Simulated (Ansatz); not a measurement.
**Pressure series in NiSi2**

Start from NiSi$_{2}$ (space group Fm-3m, No. 225; a = 5.444 Å; non-magnetic).

Cell and atoms are relaxed at each pressure.

Levels (all Ansatz, a quantum-chemistry and plane-wave program, PAW, earlier PAW set): PBE (420 eV, scalar-relativistic without spin-orbit coupling); r2SCAN (500 eV, no spin-orbit coupling).

The base cell above is that of PBE; each level relaxes its own structures.

```csv
case,"volume per atom, PBE","volume per atom, r2SCAN"
pressure −2 GPa,13.64 Å³,(withheld)
pressure −1 GPa,13.54 Å³,13.13 Å³
pressure 0.3 GPa,13.42 Å³,13.02 Å³
pressure 0.7 GPa,13.38 Å³,(withheld)
pressure 1.5 GPa,13.31 Å³,(withheld)
pressure 3 GPa,13.19 Å³,(withheld)
pressure 5 GPa,13.03 Å³,12.67 Å³
pressure 7.5 GPa,12.84 Å³,12.51 Å³
pressure 10 GPa,12.67 Å³,12.35 Å³
```

### Question
What belongs in the blanks?

### Answer

- pressure −2 GPa, volume per atom, r2SCAN: 13.21 Å³
- pressure 0.7 GPa, volume per atom, r2SCAN: 12.99 Å³
- pressure 1.5 GPa, volume per atom, r2SCAN: 12.93 Å³
- pressure 3 GPa, volume per atom, r2SCAN: 12.82 Å³

PBE lies above r2SCAN in every row, by 0.32 Å³ to 0.42 Å³. They put the cases in the same order.

Load acts through the strain it causes; cell and atoms are relaxed under it. No phonon test of stability was made. Competing high-pressure phases were not computed. Seeded moments were not kept for the base. The final runs are not spin-polarised.
